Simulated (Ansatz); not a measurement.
Effect of uniaxial strain ε_xx = +1.20 % on SiO2

Start from SiO$_{2}$ in the rutile structure (space group P4_2/mnm, No. 136; a = 4.155 Å, c = 2.661 Å). Axes: x, y, z lie along a, b, c of the conventional cell.

Modification: the cell is stretched by 1.20 % along x with no lateral relaxation, atoms relaxed at fixed cell.

Method: DFT with LDA, PAW potentials and a 420 eV plane-wave cutoff in Ansatz (a first-principles code), no spin-orbit coupling. k-mesh 8×8×12 (Γ-centred); smearing 0.05 eV (Fermi–Dirac).

```tsv
quantity	base	changed	shift
volume per atom	7.66 Å³	7.75 Å³	+0.09 Å³
shortest interatomic distance	3.314 bohr	3.318 bohr	+0.004 bohr
energy relative to the base (free energy F)	0 meV/atom	+1.5 meV/atom	+1.5 meV/atom
pressure (mean of the normal stresses, compression positive)	-0.01 GPa	-3.35 GPa	-3.34 GPa
band gap	5.81 eV	5.64 eV	-0.17 eV
gap character	direct at Γ	direct at Γ	–
electron mass	0.40 mₑ along c, 0.52 mₑ across (at Γ)	0.49 mₑ along x, 0.52 mₑ along y, 0.40 mₑ along z (at Γ)	–
hole mass	1.7 mₑ along c, 1.1 mₑ across (at Γ)	0.98 mₑ along x, 1.2 mₑ along y, 1.8 mₑ along z (at Γ)	–
valence-band top at Γ (three highest levels, from the VBM)	0.00, -0.91, -0.91 eV	0.00, -0.85, -0.93 eV	–
valley order (the lowest conduction-band minima on the path, energy above the VBM, named in the base's zone)	Γ 5.81 eV; A (1/2, 1/2, 1/2) 7.19 eV	Γ 5.64 eV; A (1/2, 1/2, 1/2) 7.08 eV	–
largest internal atomic displacement	–	0.014 Å	–
stress (xx, yy, zz, yz, xz, xy; compression positive)	–	(-5.25, -2.49, -2.31, 0.00, 0.00, 0.00) GPa	–
```

Final structure:

```xyz
6
Lattice="4.2047 0.0000 0.0000 0.0000 4.1549 0.0000 0.0000 0.0000 2.6615" Properties=species:S:1:pos:R:3 pbc="T T T"
Si     0.0000     0.0000     0.0000
Si     2.1024     2.0774     1.3307
O      1.2972     1.2623     0.0000
O      3.3996     0.8151     1.3307
O      0.8052     3.3398     1.3307
O      2.9075     2.8925     0.0000
```

Cost of the whole job for the changed cell (relaxation, final SCF and bands): about 40 core-seconds (a rough figure).

Masses are band curvatures over ±0.01 Å⁻¹ around the edge. No phonon test of stability was made. Labels are those of the standard path for the cell's own space group.
